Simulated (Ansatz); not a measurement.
Levels about the gap of amorphous Si24O36 (60 atoms in a cell of 875 Å³, 2.37 g/cm³; zone centre alone, so wide bands show as single levels with stretches between that a denser mesh fills), at the geometry that PBE relaxed, where it gives 0.0 GPa on a denser mesh. Exact exchange is cut at the faces of this small cell, which leaves a finite-size error. The participation number counts the atoms over which a state spreads; weights are charges in smoothed Voronoi cells. The levels come from a single point, so bond lengths are those of that geometry. Method of the levels: HSE06, scalar-relativistic without spin-orbit coupling (Ansatz, an electronic-structure program). Sampling: the zone centre alone; Fermi-Dirac width 0.01 eV; collinear spin, started from moments on atoms (the moments died out). The usual formal charges leave 24 electrons over, so the level spacing at the Fermi energy parts defect or band states and needn't be the band gap. At PBE the levels at both edges of the gap are localised (band-tail or defect states), and the nearest spread-out levels lie 3.2 eV apart at the zone centre. With spare charge at the zone centre alone, a hybrid can open a spacing that a denser mesh would close.

The cell was made by melting and quenching with the CHGNet potential and then relaxed with DFT. O atoms were pushed apart under 1.9 Å during the dynamics, to hinder bonds among them. The hot cell started wider than the set density and was brought back towards it in steps. It is the lowest in DFT energy of 2 quenches. It is a model cell: composition and starting density were chosen by hand, and all elements were melted together. No dispersion term was used. Its density started from a set value of 2.35 and ended at 2.37 g/cm³. The quench (nominally 390 K/ps over its main leg) was far faster than any real one, so the model tends to hold more defects than a real film. Values belong to this one cell and scatter from quench to quench. Volume and shape were free in the relaxation.

```csv
"E - E(highest filled), eV",filling,spin,participation number,largest on,weight Si,weight O
-2.20,filled,dn,18.8,"Si, 3 neighbours",0.66,0.34
-1.76,filled,up,10.5,"Si, 2 neighbours",0.69,0.31
-1.76,filled,dn,10.5,"Si, 2 neighbours",0.69,0.31
-0.89,filled,dn,5.4,"Si, 3 neighbours",0.75,0.25
-0.89,filled,up,5.4,"Si, 3 neighbours",0.75,0.25
0.00,filled,up,3.5,"Si, 3 neighbours",0.74,0.26
0.00,filled,dn,3.5,"Si, 3 neighbours",0.74,0.26
1.72,empty,up,6.5,"Si, 2 neighbours",0.77,0.23
1.72,empty,dn,6.5,"Si, 2 neighbours",0.77,0.23
2.47,empty,up,18.9,"Si, 4 neighbours",0.63,0.37
2.47,empty,dn,18.9,"Si, 4 neighbours",0.63,0.37
2.53,empty,up,16.3,"Si, 4 neighbours",0.64,0.36
2.53,empty,dn,16.3,"Si, 4 neighbours",0.64,0.36
2.99,empty,up,30.0,"Si, 3 neighbours",0.56,0.44
```

Most localised among these is the filled level at +0.00 eV, on a Si atom, which has 3 neighbours (O 1.78 Å, Si 2.36 Å, Si 2.36 Å).
